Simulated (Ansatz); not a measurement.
Functionals compared on the (100) surface of alpha tin, 2x1 dimers with one H each (bottom of the slab: dihydride, held), in Ansatz (plane waves, PAW). The structure was relaxed with PBE; the other rows are single points on it. Cutoff 420 eV (500 eV for r2SCAN).

Model: 21-atom slab, 14.3 Å thick at the start with caps and adatoms, 3x6x1 mesh, Fermi-Dirac 0.025 eV, dipole correction, 8 atoms held, the rest relaxed; symmetry of the start imposed; spin-polarised, no spin-orbit, no U. The slab shows no gap on its mesh. The starting moment vanished. It is one candidate, not shown to be the stable structure of the face. These notes are the PBE run's. r2SCAN: The program's check for a lower electronic state was not made.

```csv
functional,work function of the top face (eV),rough cost of the single point
PBE,4.66,–
r2SCAN,[?],around 21 core-minutes (rough)
```

**Question.** Some entries are withheld; supply them.

**Answer.** 
- r2SCAN, work function of the top face (eV): 4.81

Ansatz is a quantum-chemistry and plane-wave program.
